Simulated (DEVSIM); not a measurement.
Structure: InP p-i-n diode, at 300 K.

| layer (left to right) | material | thickness (μm) | Nd (cm⁻³) | Na (cm⁻³) | τn (s) | τp (s) |
|---|---|---|---|---|---|---|
| 1 | InP | 0.300 | - | 7.6e17 | 4.5e-9 | 4.5e-9 |
| 2 | InP | 17.0 | 2.1e12 | - | 4.5e-9 | 4.5e-9 |
| 3 | InP | 0.410 | 1.2e17 | - | 4.5e-9 | 4.5e-9 |

Left contact: ohmic. Right contact: ohmic. Voltage is applied to the left contact. Recombination: SRH at mid-gap, Auger. Mobility is μmin + (μ − μmin)/(1 + (N/Nref)^α).

Constants are typed, rounded textbook-type inputs, not results; the design itself was drawn at random and stands for no fabricated device. Values at 300 K.

| parameter | InP |
|---|---|
| gap (eV) | 1.344 |
| affinity (eV) | 4.38 |
| permittivity | 12.5 |
| Nc (cm⁻³) | 5.7e17 |
| Nv (cm⁻³) | 1.1e19 |
| μn (cm²/Vs) | 5200 |
| μp (cm²/Vs) | 170 |
| μn,min | 400 |
| μp,min | 10 |
| Nref,n | 3e17 |
| Nref,p | 4.9e17 |
| αn | 0.47 |
| αp | 0.62 |
| Cn (cm⁶/s) | 9e-31 |
| Cp (cm⁶/s) | 9e-31 |

Simulated with DEVSIM: 1D drift-diffusion, Boltzmann statistics, complete ionisation; no tunnelling, impact ionisation, image-force lowering or self-heating.

Q: Tabulate band edges, carrier densities and field at -2.0 V on the left contact.

A: Energies count from the Fermi level of the right contact; mesh points crowd at the junctions.

```json
[
 {"x (μm)": "0.000", "Ec (eV)": "3.275", "Ev (eV)": "1.931", "n (cm⁻³)": "< 1e2", "p (cm⁻³)": "7.6e17", "field (V/cm)": "≈ 0"},
 {"x (μm)": "0.03435", "Ec (eV)": "3.275", "Ev (eV)": "1.931", "n (cm⁻³)": "< 1e2", "p (cm⁻³)": "7.6e17", "field (V/cm)": "≈ 0"},
 {"x (μm)": "0.1050", "Ec (eV)": "3.275", "Ev (eV)": "1.931", "n (cm⁻³)": "< 1e2", "p (cm⁻³)": "7.6e17", "field (V/cm)": "≈ 0"},
 {"x (μm)": "0.2179", "Ec (eV)": "3.275", "Ev (eV)": "1.931", "n (cm⁻³)": "< 1e2", "p (cm⁻³)": "7.6e17", "field (V/cm)": "≈ 0"},
 {"x (μm)": "0.2890", "Ec (eV)": "3.272", "Ev (eV)": "1.928", "n (cm⁻³)": "< 1e2", "p (cm⁻³)": "6.7e17", "field (V/cm)": "-6600"},
 {"x (μm)": "0.3152", "Ec (eV)": "3.204", "Ev (eV)": "1.861", "n (cm⁻³)": "< 1e2", "p (cm⁻³)": "5.0e16", "field (V/cm)": "-19000"},
 {"x (μm)": "0.3760", "Ec (eV)": "3.142", "Ev (eV)": "1.798", "n (cm⁻³)": "< 1e2", "p (cm⁻³)": "4.5e15", "field (V/cm)": "-6100"},
 {"x (μm)": "0.6152", "Ec (eV)": "3.062", "Ev (eV)": "1.718", "n (cm⁻³)": "< 1e2", "p (cm⁻³)": "2.0e14", "field (V/cm)": "-2300"},
 {"x (μm)": "1.107", "Ec (eV)": "2.961", "Ev (eV)": "1.617", "n (cm⁻³)": "< 1e2", "p (cm⁻³)": "4.0e12", "field (V/cm)": "-2000"},
 {"x (μm)": "2.394", "Ec (eV)": "2.709", "Ev (eV)": "1.365", "n (cm⁻³)": "660", "p (cm⁻³)": "2.4e8", "field (V/cm)": "-1900"},
 {"x (μm)": "5.463", "Ec (eV)": "2.130", "Ev (eV)": "0.786", "n (cm⁻³)": "38000", "p (cm⁻³)": "3800000", "field (V/cm)": "-1800"},
 {"x (μm)": "13.06", "Ec (eV)": "0.820", "Ev (eV)": "-0.524", "n (cm⁻³)": "170000", "p (cm⁻³)": "740000", "field (V/cm)": "-1600"},
 {"x (μm)": "15.65", "Ec (eV)": "0.412", "Ev (eV)": "-0.932", "n (cm⁻³)": "6.8e10", "p (cm⁻³)": "280", "field (V/cm)": "-1500"},
 {"x (μm)": "16.64", "Ec (eV)": "0.261", "Ev (eV)": "-1.083", "n (cm⁻³)": "2.3e13", "p (cm⁻³)": "< 1e2", "field (V/cm)": "-1600"},
 {"x (μm)": "17.12", "Ec (eV)": "0.171", "Ev (eV)": "-1.173", "n (cm⁻³)": "7.5e14", "p (cm⁻³)": "< 1e2", "field (V/cm)": "-2800"},
 {"x (μm)": "17.25", "Ec (eV)": "0.122", "Ev (eV)": "-1.222", "n (cm⁻³)": "5.1e15", "p (cm⁻³)": "< 1e2", "field (V/cm)": "-6300"},
 {"x (μm)": "17.29", "Ec (eV)": "0.079", "Ev (eV)": "-1.265", "n (cm⁻³)": "2.7e16", "p (cm⁻³)": "< 1e2", "field (V/cm)": "-14000"},
 {"x (μm)": "17.32", "Ec (eV)": "0.046", "Ev (eV)": "-1.298", "n (cm⁻³)": "9.6e16", "p (cm⁻³)": "< 1e2", "field (V/cm)": "-4700"},
 {"x (μm)": "17.41", "Ec (eV)": "0.040", "Ev (eV)": "-1.304", "n (cm⁻³)": "1.2e17", "p (cm⁻³)": "< 1e2", "field (V/cm)": "≈ 0"},
 {"x (μm)": "17.56", "Ec (eV)": "0.040", "Ev (eV)": "-1.304", "n (cm⁻³)": "1.2e17", "p (cm⁻³)": "< 1e2", "field (V/cm)": "≈ 0"},
 {"x (μm)": "17.66", "Ec (eV)": "0.040", "Ev (eV)": "-1.304", "n (cm⁻³)": "1.2e17", "p (cm⁻³)": "< 1e2", "field (V/cm)": "≈ 0"},
 {"x (μm)": "17.71", "Ec (eV)": "0.040", "Ev (eV)": "-1.304", "n (cm⁻³)": "1.2e17", "p (cm⁻³)": "< 1e2", "field (V/cm)": "≈ 0"}
]
```
